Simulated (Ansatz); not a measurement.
As (model structure, started from the lonsdaleite type, P6₃/mmc, No. 194, 4 atoms in the cell) was calculated with PBE (plane waves, PAW; Ansatz, a first-principles code).

Numerical settings: plane-wave cutoff 520 eV, 18×18×10 k mesh (along the axes of the cell as run), Fermi–Dirac smearing 0.05 eV, scalar-relativistic PAW data made under PBE.

Cell (relaxed at this level):

```xyz
4
Lattice="4.6141 0.0000 0.0000 -2.3070 3.9959 0.0000 0.0000 0.0000 5.8428" Properties=species:S:1:pos:R:3 pbc="T T T"
As     0.0000     2.6639     0.2161
As     2.3070     1.3320     3.1375
As     2.3070     1.3320     5.6266
As     0.0000     2.6639     2.7053
```

**Question.** Estimate the bulk modulus that the calculation returns.

**Answer.** 
bulk modulus: 38.4 GPa

The run finds no gap.

Note: the bulk modulus is −V dP/dV from two relaxed cells at ±2 % in volume; the relaxation could raise the start's symmetry but not lower it, so the cell can be a saddle point.

Computed values are for the static lattice.

It cost about 4 core-minutes (a rough figure) of CPU time.

A model structure was made by putting elements into a prototype or built by hand; it is no filed structure, need not be a known phase, and can be a saddle point held by its symmetry.
